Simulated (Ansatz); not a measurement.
Band structure of BaSr₃ (Fm-3m, 4 atoms in the cell).

```
CELL_PARAMETERS angstrom
      0.00000     4.83359     4.83359
      4.83359     0.00000     4.83359
      4.83359     4.83359     0.00000
ATOMIC_POSITIONS crystal
  Ba 0.00000 0.00000 0.00000
  Sr 0.25000 0.25000 0.25000
  Sr 0.75000 0.75000 0.75000
  Sr 0.50000 0.50000 0.50000
```

Method of the run: PBEsol, PAW files made with PBE (plane waves; Ansatz, an electronic-structure program).

Settings: basis.ecutwfc = 420 eV; kpoints.mp_grid.grid = 8 8 8; hamiltonian.xc = pbesol; hamiltonian.pseudopotentials = {kind: paw} (the program's default PAW files); scf.occupations.method = fermi_dirac; scf.occupations.width = 0.1 eV; kpoints.band_path.npoints = 8.

The starting cell comes from a database of computed structures (which also holds hypothetical and non-ambient phases and stackings), without a prior relaxation at this level. Its lattice was rescaled by a random factor within 2.5 % of one.

Levels in eV from the Fermi level, bands 17 to 24:
```csv
point,17,18,19,20,21,22,23,24
Γ,-3.42,-0.24,-0.24,0.17,0.17,0.17,0.64,0.64
X,-1.62,-1.51,-1.12,-0.72,0.50,0.50,1.02,1.05
W,-1.43,-1.30,-1.30,-0.95,0.51,0.65,0.65,0.96
K,-1.57,-1.37,-1.32,-0.63,0.30,0.75,0.78,0.95
L,-1.98,-1.93,0.00,0.00,0.43,0.43,0.57,0.60
U,-1.57,-1.37,-1.32,-0.63,0.30,0.75,0.78,0.95
```

Bands cross the Fermi level along this path, so the cell is metallic at this level.

Keys are those of Ansatz 0.2.
